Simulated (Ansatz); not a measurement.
The starting structures come from a database of crystals and need not be the phases stable at ambient conditions.

By PBEsol, the system below comes out a metal.

Given:

```yaml
crystal:
  lattice:
    - [5.43435, 0.00000, 0.00000]
    - [-2.71718, 4.70629, 0.00000]
    - [0.00000, 0.00000, 4.33422]
  atoms:
    - { symbol: V, position: [0.33333, 0.66667, 0.75000] }
    - { symbol: V, position: [0.66667, 0.33333, 0.25000] }
    - { symbol: Ir, position: [0.66516, 0.83258, 0.25000] }
    - { symbol: Ir, position: [0.33484, 0.16742, 0.75000] }
    - { symbol: Ir, position: [0.83258, 0.66516, 0.75000] }
    - { symbol: Ir, position: [0.16742, 0.33484, 0.25000] }
    - { symbol: Ir, position: [0.16742, 0.83258, 0.25000] }
    - { symbol: Ir, position: [0.83258, 0.16742, 0.75000] }
```

Space group of this cell: P6_3/mmc. The cell is taken as given; by PBEsol its mean pressure is -6.0 GPa.

The current flows along the normal of the first two printed cell vectors, the (001) plane of the conventional cell. No spin-orbit coupling; the value is a mean over 0.1 eV about the Fermi level.

Q: Compute, with Ansatz (a first-principles code) with PBEsol, the ballistic conductance per area.

A: 0.64 × 10¹⁵ S/m² for both spins.
